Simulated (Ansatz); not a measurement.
The reference is La$_{2}$O$_{3}$ (space group P-3m1, No. 164; a = 3.935 Å, c = 6.126 Å). Axes: x lies along a and z along c of the hexagonal cell.

Method: Ansatz (a quantum-chemistry and plane-wave program), r2SCAN, PAW, cutoff 500 eV, no spin-orbit coupling, earlier PAW set.

For the base:

The band gap is 4.23 eV and the pressure comes out as 0.0 kbar.

Modification: the cell is stretched by 1.51 % along y with no lateral relaxation, atoms relaxed at fixed cell.

Question: Predict the new energy relative to the base.

Answer: The energy goes up by 2.4 meV/atom.

Question: Estimate the effect on the band gap.

Answer: The band gap falls by 0.07 eV, from 4.23 eV to 4.16 eV.

Question: Estimate the effect on the pressure.

Answer: The pressure (mean of the normal stresses, compression positive) goes from zero to -20.4 kbar.

The cells carry an imposed strain or load. Whether these cells are dynamically stable was not tested.
